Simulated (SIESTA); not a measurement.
## How a calculation on LiF (Fm-3m, 2 atoms in the cell) responds to its settings

```
LiF
1.0
    0.00000     2.03539     2.03539
    2.03539     0.00000     2.03539
    2.03539     2.03539     0.00000
Li F
1 1
Direct
  0.00000   0.00000   0.00000
  0.50000   0.50000   0.50000
```

Base run A: GGA PBE, numerical atomic orbitals DZP, PseudoDojo PBE standard norm-conserving potentials (rewritten from UPF to PSML) run with SIESTA, self-consistent single point.

Its settings: XC.functional = GGA; XC.authors = PBE; potentials = PseudoDojo PBE standard; PAO.BasisSize = DZP; PAO.EnergyShift = 0.005 Ry; MeshCutoff = 350 Ry; kgrid.MonkhorstPack = 7 7 7; OccupationFunction = MP; OccupationMPOrder = 0; ElectronicTemperature = 0.01 eV; PAO.Polarization.NonPerturbative = true; MaxSCFIterations = 150; SCF.Mixer.Method = Pulay; SCF.Mixer.Weight = 0.1; SCF.Mixer.History = 6; SCF.DM.Tolerance = 1.0E-04.

The starting cell comes from a database of computed structures (which also holds hypothetical and non-ambient phases and stackings), without a prior relaxation at this level. Its lattice was rescaled by a random factor within 2.5 % of one. Values carry the incompleteness of an atom-centred basis.

ΔF is the free energy per atom less that of run A. 

| run | PAO.SplitNorm | ΔF (meV/atom) | pressure (GPa) | gap on the mesh (eV) |
|---|---|---|---|---|
| A | default | 0.00 | -0.04 | 8.738 |
| B | 0.05 | 22.0 | -0.82 | 8.611 |
| C | 0.1 | 16.8 | -0.26 | 8.661 |
| D | 0.15 | 0.00 | -0.04 | 8.738 |
| E | 0.2 | -10.7 | -0.30 | 8.776 |
| F | 0.3 | -9.0 | -0.74 | 8.759 |

Run F against A: The free energy drops by 9.0 meV/atom, the pressure goes from -0.04 to -0.74 GPa and the gap on the mesh goes from 8.738 to 8.759 eV.

Run C against A: The free energy goes up by 16.8 meV/atom, the pressure goes from -0.04 to -0.26 GPa and the gap on the mesh goes from 8.738 to 8.661 eV.
